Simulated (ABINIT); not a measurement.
# A self-consistent single point of NaI (Fm-3m, 2 atoms in the cell) with ABINIT

Computed with LDA (PW92), PAW (JTH v2.0 LDA PAW) (plane waves; ABINIT).

The input file:

```
# NaI, JTH v2.0 LDA PAW
pp_dirpath "./"
pseudos "Na.LDA_PW-JTH.xml, I.LDA_PW-JTH.xml"
acell 4.5887058169 4.5887058169 4.5887058169 Angstrom
rprim
         0.0000000000    0.7071067812    0.7071067812
         0.7071067812    0.0000000000    0.7071067812
         0.7071067812    0.7071067812    0.0000000000
natom 2
ntypat 2
znucl 11 53
typat 1 2
xred
         0.0000000000    0.0000000000    0.0000000000
         0.5000000000    0.5000000000    0.5000000000
ecut 30
pawecutdg 60
pawxcdev 0
occopt 3
tsmear 0.01 eV
nband 13
kptopt 1
ngkpt 3 3 3
nshiftk 1
shiftk 0 0 0
nstep 100
tolvrs 1.0e-12
prtwf 0
prtden 0
enunit 2
```

Output, abridged:

```
 Symmetries : space group Fm -3 m (#225); Bravais cF (face-center cubic)

 -outvars: echo values of preprocessed input variables --------
            acell      8.6713972983E+00  8.6713972983E+00  8.6713972983E+00 Bohr
             ecut      3.00000000E+01 Hartree
           enunit           2
              ixc       -1012
         kptrlatt        3    0    0      0    3    0      0    0    3
          kptrlen      2.60141919E+01
            natom           2
            nband          13
            ngfft          45      45      45
          ngfftdg          64      64      64
             nkpt           4
            nstep         100
             nsym          48
           ntypat           2
           occopt           3
        pawecutdg      6.00000000E+01 Hartree
         pawxcdev           0
            rprim      0.0000000000E+00  7.0710678120E-01  7.0710678120E-01
                       7.0710678120E-01  0.0000000000E+00  7.0710678120E-01
                       7.0710678120E-01  7.0710678120E-01  0.0000000000E+00
          spgroup         225
           tolvrs      1.00000000E-12
           tsmear      3.67493254E-04 Hartree
            typat      1  2
           useylm           1
             xred      0.0000000000E+00  0.0000000000E+00  0.0000000000E+00
                       5.0000000000E-01  5.0000000000E-01  5.0000000000E-01
            znucl       11.00000   53.00000

== DATASET  1 ==================================================================

 Real(R)+Recip(G) space primitive vectors, cartesian coordinates (Bohr,Bohr^-1):
 R(1)=  0.0000000  6.1316038  6.1316038  G(1)= -0.0815447  0.0815447  0.0815447
 R(2)=  6.1316038  0.0000000  6.1316038  G(2)=  0.0815447 -0.0815447  0.0815447
 R(3)=  6.1316038  6.1316038  0.0000000  G(3)=  0.0815447  0.0815447 -0.0815447
 Unit cell volume ucvol=  4.6105449E+02 bohr^3
 Angles (23,13,12)=  6.00000000E+01  6.00000000E+01  6.00000000E+01 degrees

 Coarse grid specifications (used for wave-functions):

 getcut: wavevector=  0.0000  0.0000  0.0000  ngfft=  45  45  45
         ecut(hartree)=     30.000   => boxcut(ratio)=   2.05796

 Fine grid specifications (used for densities):

 getcut: wavevector=  0.0000  0.0000  0.0000  ngfft=  64  64  64
         ecut(hartree)=     60.000   => boxcut(ratio)=   2.11666

   1.59097259E+03                                ecore*ucvol(ha*bohr**3)

_setup2: Arith. and geom. avg. npw (full set) are    3619.741    3619.690

--- !BeginCycle
solver: {iscf: 17, nstep: 100, nline: 4, wfoptalg: 10, }
tolerances: {tolvrs: 1.00E-12, }
...

     iter   Etot(hartree)      deltaE(h)  residm     nres2
 ETOT  1  -59.422237202495    -5.942E+01 5.346E+00 3.184E+00
 ETOT  2  -59.920039306579    -4.978E-01 1.884E-01 2.126E+00
 ETOT  3  -59.914586188506     5.453E-03 4.607E-03 5.897E-01
 ETOT  4  -59.912901983461     1.684E-03 1.965E-03 1.400E-01
 ETOT  5  -59.912528487839     3.735E-04 1.031E-03 1.195E-02
 ETOT  6  -59.912511347893     1.714E-05 1.598E-03 1.815E-03
   [... 4 lines left out ...]
 ETOT 11  -59.912506210595    -1.171E-10 1.141E-06 2.333E-08
 ETOT 12  -59.912506210569     2.532E-11 3.455E-07 7.271E-10
 ETOT 13  -59.912506210571    -1.613E-12 1.879E-07 6.940E-11
 ETOT 14  -59.912506210572    -9.592E-13 6.755E-08 3.705E-12
 ETOT 15  -59.912506210572    -5.045E-13 8.447E-08 3.431E-13

 At SCF step   15       nres2   =  3.43E-13 < tolvrs=  1.00E-12 =>converged.

 Cartesian components of stress tensor (hartree/bohr^3)
  sigma(1 1)=  5.23812983E-05  sigma(3 2)=  0.00000000E+00
  sigma(2 2)=  5.23812983E-05  sigma(3 1)=  0.00000000E+00
  sigma(3 3)=  5.23812983E-05  sigma(2 1)=  0.00000000E+00

 ----iterations are completed or convergence reached----

 reduced coordinates (array xred) for    2 atoms
       0.000000000000      0.000000000000      0.000000000000
       0.500000000000      0.500000000000      0.500000000000
 cartesian forces (eV/Angstrom) at end:
    1     -0.00000000000000    -0.00000000000000    -0.00000000000000
    2     -0.00000000000000    -0.00000000000000    -0.00000000000000
 frms,max,avg= 0.0000000E+00 0.0000000E+00   0.000E+00  0.000E+00  0.000E+00 e/A
 length scales=  8.671397298320  8.671397298320  8.671397298320 bohr
              =  4.588705816900  4.588705816900  4.588705816900 angstroms
 Fermi (or HOMO) energy (hartree) =  -0.05710   Average Vxc (hartree)=  -0.29413
 Eigenvalues (hartree) for nkpt=   4  k points:
 kpt#   1, nband= 13, wtk=  0.03704, kpt=  0.0000  0.0000  0.0000 (reduced coord)
  -1.99522   -0.98438   -0.98438   -0.98438   -0.56650   -0.15851   -0.15851   -0.15851
  -0.03779    0.12989    0.12989    0.12989    0.20192
      occupation numbers for kpt#   1
   2.00000    2.00000    2.00000    2.00000    2.00000    2.00000    2.00000    2.00000
   0.00000    0.00000    0.00000    0.00000    0.00000
 prteigrs : prtvol=0 or 1, do not print more k-points.

 Fermi (or HOMO) energy (eV) =  -1.55376   Average Vxc (eV)=  -8.00375
 Eigenvalues (   eV  ) for nkpt=   4  k points:
 kpt#   1, nband= 13, wtk=  0.03704, kpt=  0.0000  0.0000  0.0000 (reduced coord)
 -54.29282  -26.78629  -26.78629  -26.78629  -15.41522   -4.31328   -4.31328   -4.31328
  -1.02842    3.53442    3.53442    3.53442    5.49444
 prteigrs : prtvol=0 or 1, do not print more k-points.

--- !EnergyTerms
comment             : Components of total free energy in Hartree
kinetic             :  1.24891178165462E+01
hartree             :  2.01320733275894E+01
xc                  : -6.89459838679151E+00
Ewald energy        : -2.98999427068262E+01
psp_core            :  3.45072571031398E+00
local_psp           : -4.38645988759539E+01
spherical_terms     : -1.53252830107135E+01
internal            : -5.99125061258354E+01
'-kT*entropy'       :  2.50878584706552E-16
total_energy        : -5.99125061258354E+01
total_energy_eV     : -1.63030220220471E+03
...

-Cartesian components of stress tensor (GPa)         [Pressure= -1.5411E+00 GPa]
- sigma(1 1)=  1.54111074E+00  sigma(3 2)=  0.00000000E+00
- sigma(2 2)=  1.54111074E+00  sigma(3 1)=  0.00000000E+00
- sigma(3 3)=  1.54111074E+00  sigma(2 1)=  0.00000000E+00

 Calculation completed.
```

The run converged in 15 iterations.

The starting cell has typed, rounded lattice constants, without a prior relaxation at this level. Its lattice was rescaled by up to half a per cent.
